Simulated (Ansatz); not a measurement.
The structure below was relaxed with r2SCAN, PAW, 500 eV (Ansatz, a first-principles code; spin-orbit coupling left out), at pressure 15 GPa.

Space group Fm-3m (No. 225); a = 4.168 Å, b = 4.168 Å, c = 4.168 Å, α = 90.00°, β = 90.00°, γ = 90.00°

| atom | site | symmetry | x | y | z |
|---|---|---|---|---|---|
| N | 4a | m-3m | 0.0000 | 0.0000 | 0.0000 |
| Ti | 4b | m-3m | 0.5000 | 0.5000 | 0.5000 |

Write out a cell with all atoms.


```
TiN
1.0
    4.16804     0.00000     0.00000
    0.00000     4.16804     0.00000
    0.00000     0.00000     4.16804
N Ti
4 4
Direct
  0.00000   0.00000   0.00000
  0.00000   0.50000   0.50000
  0.50000   0.00000   0.50000
  0.50000   0.50000   0.00000
  0.50000   0.00000   0.00000
  0.50000   0.50000   0.50000
  0.00000   0.00000   0.50000
  0.00000   0.50000   0.00000
```
This is the conventional cell.

Load acts through the strain it causes; cell and atoms are relaxed under it. Whether these cells are dynamically stable was not tested. No other phases were tried under pressure. The final runs are not spin-polarised. The cell was made from TiN in the rock salt structure (space group Fm-3m, No. 225) by this change: pressure 15 GPa.
